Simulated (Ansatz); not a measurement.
Worked example: self-consistent single point of MoS2 (R3m, 3 atoms in the cell) in Ansatz (a first-principles code).

Method of the run: PBE (plane waves, PAW; Ansatz).

The change in words: lattice scaled by 0.98. Reference geometry:
```
MoS2
1.0
    1.60011     0.92382     6.51451
   -1.60011     0.92382     6.51451
    0.00000    -1.84765     6.51451
Mo S
1 2
Cartesian
  0.00000   0.00000  19.58922
  0.00000   0.00000   8.07025
  0.00000   0.00000   4.95043
```

Reference input (self-consistent single point, DFT, PBE, plane waves, default PAW files): basis.ecutwfc = 30.9 Ry; kpoints.mp_grid.grid = 9 9 9; hamiltonian.xc = pbe; hamiltonian.pseudopotentials = {kind: paw} (the program's default PAW files); scf.occupations.method = fermi_dirac; scf.occupations.width = 0.0007 Ry. This run's input differs from it in these lines:

```diff
@@ -2,5 +2,5 @@
   lattice:
-    - [1.60011100, 0.92382400, 6.51451000]
-    - [-1.60011100, 0.92382400, 6.51451000]
-    - [0.00000000, -1.84764800, 6.51451000]
+    - [1.56810900, 0.90534800, 6.38422000]
+    - [-1.56810900, 0.90534800, 6.38422000]
+    - [0.00000000, -1.81069500, 6.38422000]
   atoms:
```

The program printed (abridged):

```
SCF iter   1: F=—  HF=-6762.680341 eV  |F-HF|=—  |Δ(HF+E_count)|=         —  Δρ=5.72e-3  dr2=5.37e-3  ethr=1.77e-3  ⟨swp⟩=6.1  Hψ=8302  notcnv=0
all-band conjugate gradients solve this SCF's bands
preconditioner: auto → none
SCF iter   2: F=—  HF=-6762.685257 eV  |F-HF|=—  |Δ(HF+E_count)|=   4.92e-3  Δρ=3.56e-3  dr2=7.31e-3  ethr=2.06e-5  ⟨swp⟩=3.0  Hψ=3350  notcnv=0
   [... lines left out ...]
SCF iter   5: F=—  HF=-6762.686585 eV  |F-HF|=—  |Δ(HF+E_count)|=   4.45e-4  Δρ=1.41e-4  dr2=1.95e-5  ethr=7.74e-7  ⟨swp⟩=2.0  Hψ=2526  notcnv=0
SCF iter   6: F=—  HF=-6762.686614 eV  |F-HF|=—  |Δ(HF+E_count)|=   2.89e-5  Δρ=7.09e-5  dr2=1.73e-6  ethr=7.52e-8  ⟨swp⟩=2.1  Hψ=1903  notcnv=0
SCF iter   7: F=—  HF=-6762.686615 eV  |F-HF|=—  |Δ(HF+E_count)|=   1.48e-6  Δρ=1.77e-5  dr2=1.85e-7  ethr=6.65e-9  ⟨swp⟩=2.0  Hψ=2210  notcnv=0
SCF iter   8: F=-6762.686615 eV  HF=-6762.686615 eV  |F-HF|=1.72e-8  |Δ(HF+E_count)|=   1.62e-7  Δρ=4.86e-6  dr2=7.95e-9  ethr=3.85e-10  ⟨swp⟩=5.7  Hψ=6378  notcnv=0
SCF 1 converged in 8 iterations: F = -6762.686615 eV  dr2 = 7.95e-9
Free energy (F): -6762.686615 eV
Internal energy: -6762.686615 eV  (E = F + TS)
E sigma→0 (E₀):  -6762.686615 eV
Fermi energy:    11.117940 eV
--- Forces (eV/Å), atoms counted from 1 ---
  atom   1  Mo     0.00000000    -0.00000004    -1.66321044
  atom   2  S      0.00000000     0.00000005     1.83121562
  atom   3  S     -0.00000000    -0.00000000    -0.16802382
--- Stress (GPa, compression-positive) ---
        8.007246       0.000000       0.000000
        0.000000       8.007246       0.000000
       -0.000000       0.000000      10.064167
  P = ⅓ Tr σ = 8.6929 GPa (86.929 kbar)
  The stress holds the Pulay correction. Without it, at fixed plane waves, as pw.x and ABINIT print it: P = 8.6741 GPa
```

The run converged in 8 iterations. Against the reference run the free energy rises by 27.3 meV/atom, the pressure goes from -0.48 to 8.69 GPa, the largest force goes from 1.447 to 1.831 eV/Å and the gap on the mesh goes from 1.040 to 1.081 eV.

The starting cell comes from a database of computed structures (which also holds hypothetical and non-ambient phases and stackings), without a prior relaxation at this level. Its lattice was rescaled by up to half a per cent. One atom was moved a little off its site on purpose. For this run, on top of that: lattice scaled by 0.98. With a pressure of about 9 GPa the cell is away from its equilibrium volume at this level. Forces in this geometry exceed 1 eV/Å. Ansatz's pressure includes its estimate of the finite-basis (Pulay) stress.

Keys are those of Ansatz 0.2.
